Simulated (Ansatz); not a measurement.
Levels about the gap of amorphous Hf₁₈O₃₉Al₂ (59 atoms in a cell of 755 Å³, 8.56 g/cm³; zone centre alone, so wide bands show as single levels with stretches between that a denser mesh fills), at the geometry that PBE relaxed, where it gives -1.1 GPa on a denser mesh. The participation number counts the atoms over which a state spreads; weights are charges in smoothed Voronoi cells. The levels come from a single point, so bond lengths are those of that geometry. Method of the levels: PBE, scalar-relativistic without spin-orbit coupling (Ansatz, a program for electronic structure). Sampling: the zone centre alone; Fermi-Dirac width 0.02 eV; no spin polarisation. At PBE the levels at the filled edge of the gap are localised (band-tail or defect states).

It comes from a melt-quench run on a machine-learned potential (CHGNet), relaxed afterwards by DFT. O atoms were pushed apart under 1.9 Å during the dynamics, to hinder bonds among them. The hot cell started wider than the set density and was brought back towards it in steps. It is the lowest in DFT energy of 2 quenches. It is a model cell: composition and starting density were chosen by hand, and all elements were melted together. No dispersion term was used. Its density started from a set value of 8.56 and ended at 8.56 g/cm³. The quench (nominally 380 K/ps over its main leg) was far faster than any real one, so the model tends to hold more defects than a real film. Values belong to this one cell and scatter from quench to quench. The volume was held where the preparation left it, at a PBE pressure of -1.1 GPa (tension). Stress components on the final sampling reach 2.0 GPa. On a 2×2×2 Γ-centred mesh force components of up to 0.13 eV/Å stay, since the relaxation ran on the zone centre alone.

```tsv
E - E(highest filled), eV	filling	participation number	largest on	weight O	weight Hf	weight Al
-0.47	filled	17.8	O, 2 neighbours	0.95	0.05	0.00
-0.39	filled	13.8	O, 3 neighbours	0.95	0.05	0.01
-0.37	filled	16.8	O, 3 neighbours	0.95	0.05	0.01
-0.31	filled	18.5	O, 3 neighbours	0.95	0.05	0.00
-0.19	filled	12.0	O, 3 neighbours	0.95	0.05	0.00
-0.10	filled	12.8	O, 3 neighbours	0.95	0.05	0.00
0.00	filled	9.1	O, 2 neighbours	0.95	0.05	0.00
3.93	empty	12.9	Hf, 8 neighbours	0.39	0.61	0.01
4.05	empty	19.8	Hf, 6 neighbours	0.42	0.57	0.01
4.13	empty	30.5	Hf, 7 neighbours	0.46	0.54	0.01
4.14	empty	21.3	Hf, 7 neighbours	0.37	0.62	0.01
4.28	empty	31.8	Hf, 6 neighbours	0.38	0.61	0.00
4.43	empty	23.5	Hf, 6 neighbours	0.39	0.60	0.01
4.47	empty	26.8	Hf, 6 neighbours	0.38	0.62	0.00
```

Most localised among these is the filled level at +0.00 eV, on a O atom, which has 2 neighbours (Hf 1.98 Å, Hf 1.98 Å).
